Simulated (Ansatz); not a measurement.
System: SrGaHO₂ (model structure, started from the SrVO2H type, P4/mmm, No. 123, 5 atoms in the cell). Method: HSE06 in Ansatz (PAW).

Input file:

Ansatz 0.2 input:
```yaml
crystal:
  lattice:
    - [3.9365514857, 0.0, 0.0]
    - [0.0, 3.9365514857, 0.0]
    - [0.0, 0.0, 3.5810256476]
  atoms:
    - { symbol: Sr, position: [0.5, 0.5, 0.5] }
    - { symbol: Ga, position: [0.0, 0.0, 0.0] }
    - { symbol: O, position: [0.5, 0.0, 0.0] }
    - { symbol: O, position: [0.0, 0.5, 0.0] }
    - { symbol: H, position: [0.0, 0.0, 0.5] }
basis:
  ecutwfc: 460
  ecutrho_ratio: 4
  xc_grid: 2
kpoints:
  mp_grid: { grid: [6, 6, 6] }
hamiltonian:
  xc: hse06
  dispersion: none
  pseudopotentials: { kind: paw }
scf:
  occupations: { method: fermi_dirac, width: 0.01 }
  convergence: { dr2_threshold: 0.0000000005 }
output:
  forces: true
  stress: true
  eigenvalues: true
```

Q: How many irreducible k-points, plane waves at Γ does the program set up, and what pressure does the run end with?

A: 40 irreducible k-points, 1245 plane waves at Γ; P = 0.67 GPa, so the cell is compressed on average and its volume would grow at this level.

Output (set-up and result lines):

```
WARN output.stress: scf.exx.energy_threshold = 1e-6 eV is looser than the 5e-8 eV advised for a stress under a hybrid functional (1e-8 eV for each atom of the …
Crystal: 5 atoms, lattice volume = 55.493 Å³
Basis set: ecut = 460 eV, 1245 PW (Γ), exchange–correlation on 60×60×54 points (8 copies of the dense FFT grid, shifted against one another)
Bands: 23, of which v1, the nominal top of the filled ones, is band 18 counted from 1 (17 counted from 0)
Symmetry: 16 space group operations
Space group: P4/mmm (ITA 123), of the structure as read, at distance tolerance 3.8e-5 Å
k-points: 40 of 216
SCF iter   1: F=—  HF=-8481.473116 eV  |F-HF|=—  |Δ(HF+E_count)|=         —  Δρ=2.80e-3  dr2=2.54e-3
SCF iter   2: F=—  HF=-8481.473403 eV  |F-HF|=—  |Δ(HF+E_count)|=   2.87e-4  Δρ=1.05e-3  dr2=2.36e-4
  ...
Crystal: 5 atoms, lattice volume = 55.493 Å³
Initial density: handed on by an earlier stage of this run
Crystal: 5 atoms, lattice volume = 55.493 Å³
SCF iter   4: F=—  HF=-8484.344758 eV  |F-HF|=—  |Δ(HF+E_count)|=   1.35e-7  Δρ=8.30e-6  dr2=2.82e-8
SCF iter   5: F=-8484.344758 eV  HF=-8484.344758 eV  |F-HF|=0.00e0  |Δ(HF+E_count)|=   8.65e-9  Δρ=4.38e-7  dr2=1.91e-10
SCF 3 converged in 5 iterations: F = -8484.344758 eV  dr2 = 1.91e-10
Free energy (F): -8484.344758 eV
Internal energy: -8484.344758 eV  (E = F + TS)
E sigma→0 (E₀):  -8484.344758 eV
Fermi energy:    9.454140 eV
--- Forces (eV/Å), atoms counted from 1 ---
  atom   1  Sr     0.00000000    -0.00000000    -0.00000000
  atom   2  Ga    -0.00000000     0.00000000     0.00000000
  atom   3  O      0.00000000    -0.00000000    -0.00000000
  atom   4  O      0.00000000     0.00000000     0.00000000
  atom   5  H      0.00000000     0.00000000     0.00000000
--- Stress (GPa, compression-positive) ---
        0.207485       0.000000      -0.000000
        0.000000       0.207485      -0.000000
       -0.000000      -0.000000       1.604906
  P = ⅓ Tr σ = 0.6733 GPa (6.733 kbar)
```

The PAW data were made under PBE.

Note: the relaxation could raise the start's symmetry but not lower it, so the cell can be a saddle point. Note: cell and atoms aren't relaxed at this level (pressure 0.7 GPa).

The result took around 2.6 core-minutes (rough).

A model structure was made by putting elements into a prototype or built by hand; it is no filed structure, need not be a known phase, and can be a saddle point held by its symmetry.

Ansatz is a program for electronic structure.
